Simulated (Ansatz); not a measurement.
## CdTe (F-43m): band-edge transport data

Data:

```
CdTe
1.0
    0.00000     3.14246     3.14246
    3.14246     0.00000     3.14246
    3.14246     3.14246     0.00000
Cd Te
1 1
Direct
  0.00000   0.00000   0.00000
  0.25000   0.25000   0.25000
```

Calculation: PBEsol with spin-orbit coupling, rigid bands (plane waves, PAW; Ansatz, a program for electronic structure). Condition of this run: hydrostatic pressure 5 GPa (the target of the relaxation). Cell: cell and atoms relaxed with PBEsol, then loaded as said.

The band gap is 0.66 eV and the electron conductivity mass (300 K, dilute) is 0.073 mₑ. The hole conductivity mass (300 K, dilute) is 0.45 mₑ. The effective density of states N_c (300 K) is 4.5e17 cm⁻³, the effective density of states N_v (300 K) comes out as 1.5e19 cm⁻³ and the density-of-states mass, electrons is 0.068 mₑ. The density-of-states mass, holes is 0.70 mₑ and the Seebeck coefficient, n-type 1e19 cm⁻³, 300 K is -51 μV/K. The Seebeck coefficient, p-type 1e19 cm⁻³, 300 K comes out as 249 μV/K. The best p-type power factor at 300 K for τ = 10 fs (best axis; densities from 1e16 to 1e21 cm⁻³ tried, whether or not they can be reached) comes out as 5.0 μW/(cm·K²) at 3e19 cm⁻³.

Rigid bands; masses and Seebeck coefficients take one relaxation time τ for all states and one kind of carrier; polarons and phonon drag are left out.
